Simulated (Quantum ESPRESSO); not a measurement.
# Parameter sweep on TiSi₂ (Cmcm, 6 atoms in the cell)

```xyz
6
Lattice="1.7708 6.7809 0.0000 -1.7708 6.7809 0.0000 0.0000 0.0000 3.5766" Properties=species:S:1:pos:R:3 pbc="T T T"
Ti    -1.7708    -5.3824    -2.6824
Ti    -1.7708     5.3824    -0.8941
Si    -1.7708    -0.7900    -2.6824
Si    -1.7708     0.7900    -0.8941
Si    -1.7708     3.3947    -2.6824
Si    -1.7708    -3.3947    -0.8941
```

Base run A: PBE, PseudoDojo standard norm-conserving (PBE) pseudopotentials in Quantum ESPRESSO, self-consistent single point.

Its settings: ecutwfc = 85 Ry; occupations = smearing; smearing = marzari-vanderbilt; degauss = 0.019992 Ry; potentials = {Ti: Ti.upf, Si: Si.upf}; K_POINTS = automatic 6 6 5 0 0 0; conv_thr = 1e-09 Ry; mixing_beta = 0.7.

The starting cell comes from a database of computed structures (which also holds hypothetical and non-ambient phases and stackings), without a prior relaxation at this level. Its lattice was rescaled by a random factor within 2.5 % of one. Spin polarisation is off. Without a gap this mesh is coarse (it stands for a supercell whose shortest vector is 18 Å).

ΔF is the free energy per atom less that of run A. 

| run | mixing_beta, mixing_mode | ΔF (meV/atom) | pressure (GPa) | largest force (eV/Å) | iterations |
|---|---|---|---|---|---|
| A | 0.7, default | 0.00 | 0.49 | 0.150 | 15 |
| B | 0.2, plain | 0.00 | 0.49 | 0.150 | 14 |
| C | 0.5, plain | 0.00 | 0.49 | 0.150 | 13 |
| D | 0.2, TF | 0.00 | 0.49 | 0.150 | 33 |
| E | 0.5, TF | 0.00 | 0.49 | 0.150 | 17 |
| F | 0.2, local-TF | 0.00 | 0.49 | 0.150 | 21 |
| G | 0.5, local-TF | 0.00 | 0.49 | 0.150 | 18 |

Runs B, C, D, E, F, G ended on the same solution as A (within 1 meV/atom). The fewest iterations to that state were 13 (C); the most were 33.
